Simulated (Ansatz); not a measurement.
Given:

```
CELL_PARAMETERS angstrom
      2.57176     0.00000     0.00000
     -1.28588     2.22721     0.00000
      0.00000     0.00000     4.28071
ATOMIC_POSITIONS crystal
  C  0.33333 0.66667 0.99994
  C  0.66667 0.33333 0.49994
  C  0.33333 0.66667 0.37506
  C  0.66667 0.33333 0.87506
```

Level of theory: r2SCAN, rigid bands (plane waves, PAW, scalar-relativistic; Ansatz, a quantum-chemistry and plane-wave program). Condition of this run: hydrostatic pressure of -33 GPa (compression positive) (the target of the relaxation). How the cell was made: cell and atoms relaxed with PBEsol, then loaded as said.

Task: Predict the electron conductivity mass (n e² τ/σ) at 300 K, by direction if it differs.

Result: 0.49 (x), 0.49 (y), 0.28 (z) mₑ.

Task: Predict the hole conductivity mass (n e² τ/σ) at 300 K, by direction if it differs.

Result: 0.45 (x), 0.45 (y), 0.69 (z) mₑ.

Task: And the band gap?

Result: 3.89 eV at this level; semilocal functionals usually fall short of the measured gap.

Rigid bands, one relaxation time for all states, no polarons. Spin-orbit coupling is left out. Geometry: cell and atoms relaxed with PBEsol.
